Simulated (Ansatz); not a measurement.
# Short convergence ladders for ZrSc (P-6m2, 2 atoms in the cell)

```yaml
crystal:
  lattice:
    - [3.29926, 0.00000, 0.00000]
    - [-1.64963, 2.85725, 0.00000]
    - [0.00000, 0.00000, 5.18079]
  atoms:
    - { symbol: Zr, position: [0.66667, 0.33333, 0.00000] }
    - { symbol: Sc, position: [0.00000, 0.00000, 0.50000] }
```

Base method: LDA (PW92), default PAW files made with PBE (plane waves; Ansatz, a program for electronic structure).

Base settings: basis.ecutwfc = 420 eV; kpoints.mp_grid.grid = 11 11 7; hamiltonian.xc = lda; hamiltonian.pseudopotentials = {kind: paw} (the program's default PAW files); scf.occupations.method = fermi_dirac; scf.occupations.width = 0.1 eV.

Core times come from one kind of shared machine, to one figure; runs under 30 s give none.

**Zone-centre phonons against the cutoff**

In this ladder: phonons.method = dfpt.

The mesh stays at the base's, so the ladder's end is converged at best in this setting alone.

Frequencies are those of the unrelaxed cell, without the LO-TO term of polar crystals.

Only quantities that move along the ladder and can be compared are tabulated.

```tsv
basis.ecutwfc	highest zone-centre frequency (cm⁻¹)	core time / last (rough)
210 eV	116.6	–
250 eV	132.4	–
295 eV	134.8	0.3
355 eV	134.0	0.4
420 eV	134.0	0.5
505 eV	134.0	0.7
630 eV	134.0	1
```

Coarsest basis.ecutwfc that holds the highest zone-centre frequency within 5 cm⁻¹ of the last step, with all finer ones: 250 eV; the step before is off by 17 cm⁻¹.

**The force threshold of a relaxation**

On ZrSc (P3m1, 2 atoms in the cell): one atom moved by 0.15 angstrom.

In this ladder: relax = atoms.

The mesh stays at the base's, so the ladder's end is converged at best in this setting alone.

Only quantities that move along the ladder and can be compared are tabulated.

| relax.f_tol | free energy less the last step's (meV/atom) | largest force left (eV/Å) | relaxation steps |
|---|---|---|---|
| 0.2 eV/Å | 0.50 | 0.0634 | 2 |
| 0.1 eV/Å | 0.50 | 0.0634 | 2 |
| 0.05 eV/Å | 0.00 | 0.0015 | 3 |
| 0.03 eV/Å | 0.00 | 0.0015 | 3 |
| 0.02 eV/Å | 0.00 | 0.0015 | 3 |
| 0.01 eV/Å | 0.00 | 0.0016 | 4 |
| 0.005 eV/Å | 0.00 | 0.0016 | 4 |
| 0.002 eV/Å | 0.00 | 0.0016 | 4 |
| 0.001 eV/Å | 0.00 | 0.0000 | 5 |

Coarsest relax.f_tol that holds the free energy within 0.2 meV/atom of the last step, with all finer ones: 0.05 eV/Å; the step before is off by 0.50 meV/atom.

Coarsest relax.f_tol that holds the largest force left within 0.02 eV/Å of the last step, with all finer ones: 0.05 eV/Å; the step before is off by 0.063 eV/Å.

Two neighbours can agree and both be off: 0.2 eV/Å and 0.1 eV/Å differ by 0.00 meV/atom in the free energy, yet lie about 0.50 meV/atom from the last step.

On the base run: the starting cell comes from a database of computed structures (which also holds hypothetical and non-ambient phases and stackings), without a prior relaxation at this level. Its lattice was rescaled by up to half a per cent. In the base run, with a pressure of about -7 GPa the cell is away from its equilibrium volume at this level.

Keys are those of Ansatz 0.2.
